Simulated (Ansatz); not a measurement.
Start from NiO in the rock salt structure (space group Fm-3m, No. 225; ferromagnetic).

```
CELL_PARAMETERS angstrom
      0.00000     2.05783     2.05783
      2.05783     0.00000     2.05783
      2.05783     2.05783     0.00000
ATOMIC_POSITIONS crystal
  O  0.00000 0.00000 0.00000
  Ni 0.50000 0.50000 0.50000
```

Computed with plane-wave PAW DFT at the PBEsol level (Ansatz, a first-principles code, 420 eV), scalar-relativistic without spin-orbit coupling.

Each order is relaxed in cell and atoms; arrows give the starting signs on the magnetic atoms.

One change was made to it. Results:

The energy drops by 0.13 eV/atom (to 0.01 eV only: unlike meshes or grids); the band gap changes from zero to 0.73 eV; the volume per atom increases by 0.03 Å³ to 8.74 Å³.

Q: Name the change that was made.
(A) ↑↓ start, q = (0, 1/2, 1/2), 4 atoms
(B) non-magnetic
(C) ↑↓ start, q = (0, 0, 1/2), 4 atoms

A: C, ↑↓ start, q = (0, 0, 1/2), 4 atoms. For comparison, the band gap in the other runs: ↑↓ start, q = (0, 1/2, 1/2), 4 atoms gives zero; non-magnetic gives zero.

The magnetic state is the one reached from the starting moments; the real material's order can differ, and small cells can't hold many antiferromagnetic ones. Whether these cells are dynamically stable was not tested. No Hubbard U is applied, and correlation can decide whether such a compound is a metal. Spin-polarised in the final run: ↑↓ start, q = (0, 0, 1/2), 4 atoms, base and ↑↓ start, q = (0, 1/2, 1/2), 4 atoms; the other runs are not. In its common phase, real NiO is an antiferromagnetic insulator at low temperature.
